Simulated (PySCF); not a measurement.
PySCF 2.14.0, PBE/def2-svp, df: Ga(H)(F)(NH2) ([NH2][GaH][F]), 6 atoms. The geometry is a generated start, not checked to be a minimum at this level.

```json
{
  "task": "energy",
  "method": "pbe",
  "basis": "def2-svp",
  "two_electron_scheme": "density fitting",
  "mol.max_memory": "3000 MB",
  "mf.max_cycle": "100",
  "mf.init_guess": "minao (default)",
  "mf.DIIS": "CDIIS (default)",
  "mf.diis_space": "8 (default)",
  "mf.conv_tol": "1e-09 (default)",
  "mf.grids.level": "3 (default)",
  "basis_functions": "75",
  "grid_points": "78496"
}
```

```xyz
6

Ga    -0.4525     0.3462    -0.5638
H     -1.4260    -0.0634    -1.6576
F     -0.1638     2.0612    -0.4830
N      0.3546    -0.6046     0.7737
H      1.1374    -0.1448     1.2289
H      0.5502    -1.5946     0.7019
```

One run each on 2 threads, 1 BLAS thread. Values of level_shift (Hartree) tried: 0 (default), 0.1, 0.3, 1.

Question: How does the count of Fock builds change with level_shift (Hartree), and where is it least?

Answer: Fewest Fock builds, within one of each other: 0 (default) with 12, 0.1 with 12. The count rises to 48 at 1. All converge to one solution.

| level_shift (Hartree) | Fock builds | end |
|---|---|---|
| 0 (default) | 12 | same solution |
| 0.1 | 12 | same solution |
| 0.3 | 16 | same solution |
| 1 | 48 | same solution |
